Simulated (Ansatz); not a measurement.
The starting structures come from a database of crystals and need not be the phases stable at ambient conditions.

By PBEsol, the system below comes out a metal.

The ballistic (Sharvin) conductance counts the channels at the Fermi level: G/A = (e²/h) × channels of both spins per area.

```
CuPd
1.0
    4.18800     0.00000     0.00000
    0.00000     4.39394     0.00000
    0.00000     2.19697     1.51733
Cu Pd
1 1
Direct
  0.00000   0.00000   0.00000
  0.50000   0.50000   0.00000
```

Space group of this cell: Cmmm. The cell is taken as given; by PBEsol its mean pressure is -8.5 GPa.

The current flows along the normal of the first two printed cell vectors. No spin-orbit coupling; the value is a mean over 0.1 eV about the Fermi level.

Compute, with PBEsol in Ansatz (a quantum-chemistry and plane-wave program), the ballistic conductance per area.

0.94 × 10¹⁵ S/m² for both spins.
